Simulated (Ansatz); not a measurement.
Lattice parameter c of CaZrN2 (model structure, started from the MgZrN2 type, I4₁/amd, No. 141, 8 atoms in the cell) at several levels of theory

No measured value is used here.

| level (code) | value (Å) |
|---|---|
| LDA (Ansatz) | … |
| PBE (Ansatz) | 9.600 |
| PBEsol (Ansatz) | 9.501 |
| PBE-D3(BJ) (Ansatz) | 9.507 |
| r²SCAN (Ansatz) | 9.568 |
| r²SCAN+rVV10 (Ansatz) | … |

Question: Complete the blanks.

Answer: 
- LDA (Ansatz, a first-principles code), value (Å): 9.424
- r²SCAN+rVV10 (Ansatz), value (Å): 9.542

Cutoffs differ between the levels. Ansatz's density-functional and Hartree–Fock values are scalar-relativistic unless marked +SOC, with PAW data made under PBE.

A model structure was made by putting elements into a prototype or built by hand; it is no filed structure, need not be a known phase, and can be a saddle point held by its symmetry.
